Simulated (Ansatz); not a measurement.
By PBEsol, the system below comes out a metal.

A figure of merit of an interconnect metal is its ballistic conductance per area.

Here is the system:

```
CELL_PARAMETERS angstrom
      3.08540     0.00000     0.00000
     -1.54270     2.67204     0.00000
      1.54270     0.89068     2.51922
ATOMIC_POSITIONS crystal
  Nb 0.00000 0.50000 0.50000
  N  0.00000 0.00000 0.00000
```

Space group of this cell: Fm-3m, rock salt. The cell is strained (all lengths scaled by 0.98); by PBEsol its mean pressure is 3.9 GPa.

The current flows along the normal of the first two printed cell vectors, the (111) plane of the conventional cell. No spin-orbit coupling; the value is a mean over 0.1 eV about the Fermi level.

Problem. Estimate the ballistic conductance per area that Ansatz (an electronic-structure program) with PBEsol returns for this system.

Solution. 1.7 × 10¹⁵ S/m² for both spins.
